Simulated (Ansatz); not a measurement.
Level of theory: PBE (plane waves to 420 eV, PAW; Ansatz, a quantum-chemistry and plane-wave program).

Electrostatic potential energy of an electron, averaged over planes parallel to the surface, in eV from the Fermi level, for a constructed model of the (111) surface of fcc Pt, a layer of Hf in place of the third plane (bottom of the slab: a bare face, its two planes held):

(z (Å), V (eV)): (3.79, 5.70); (4.08, 5.70); (4.37, 5.70); (4.67, 5.69); (4.96, 5.69); (5.25, 5.67); (5.54, 5.64); (5.83, 5.55); (6.12, 5.37); (6.42, 4.94); (6.71, 3.95); (7.00, 1.59); (7.29, -4.84); (7.58, -14.86); (7.87, -22.13); (8.17, -22.58); (8.46, -16.03); (8.75, -6.31); (9.04, -0.28); (9.33, -0.51); (9.62, -6.93); (9.92, -16.62); (10.21, -22.89); (10.50, -22.19); (10.79, -14.91); (11.08, -5.24); (11.37, 0.10); (11.67, 0.01); (11.96, -5.42); (12.25, -15.11); (12.54, -22.35); (12.83, -23.09); (13.12, -16.94); (13.42, -7.44); (13.71, -1.52); (14.00, -1.99); (14.29, -6.86); (14.58, -13.58); (14.87, -17.31); (15.17, -17.78); (15.46, -15.35); (15.75, -9.30); (16.04, -3.21); (16.33, -1.28); (16.62, -5.32); (16.92, -14.63); (17.21, -22.08); (17.50, -23.16); (17.79, -17.21); (18.08, -7.48); (18.37, -0.33); (18.67, 1.22); (18.96, -1.80); (19.25, -10.71); (19.54, -19.68); (19.83, -23.14); (20.12, -19.00); (20.42, -9.63); (20.71, -0.63); (21.00, 3.30); (21.29, 4.82); (21.58, 5.46); (21.87, 5.74); (22.17, 5.86); (22.46, 5.91); (22.75, 5.93); (23.04, 5.94); (23.33, 5.94); (23.62, 5.95); (23.92, 5.95); (24.21, 5.95)

Slab: 6 atoms, 11.9 Å thick at the start; k 15x15x1, smearing 0.1 eV, dipole-corrected; 2 atoms held, the rest relaxed; symmetry of the start imposed; no spin, no spin-orbit, no U. In PBE it lies 0.25 eV a 1x1 cell over the lowest computed structure of the same composition (a layer of Hf in place of the second plane).

The vacuum level lies 5.95 eV above the Fermi level over the top face and 5.70 eV above it under the bottom face.
